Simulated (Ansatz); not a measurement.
Given:

```
CSi
1.0
    0.00000     2.14840     2.14840
    2.14840     0.00000     2.14840
    2.14840     2.14840     0.00000
Si C
1 1
Direct
  0.00000   0.00000   0.00000
  0.25000   0.25000   0.25000
```

Calculation: PBE with spin-orbit coupling, rigid bands (plane waves, PAW; Ansatz, a quantum-chemistry and plane-wave program). Condition of this run: hydrostatic pressure of 10 GPa (compression positive) (the target of the relaxation). Geometry: cell and atoms relaxed with PBEsol, then loaded as said.

Question: Predict the electron conductivity mass (n e² τ/σ) at 300 K, by direction if it differs.

Answer: 0.30 mₑ.

Question: Predict the hole conductivity mass (n e² τ/σ) at 300 K, by direction if it differs.

Answer: 0.71 mₑ.

Question: And the band gap?

Answer: 1.32 eV at this level; semilocal functionals usually fall short of the measured gap.

Rigid bands, one relaxation time for all states, no polarons. Geometry: cell and atoms relaxed with PBEsol.
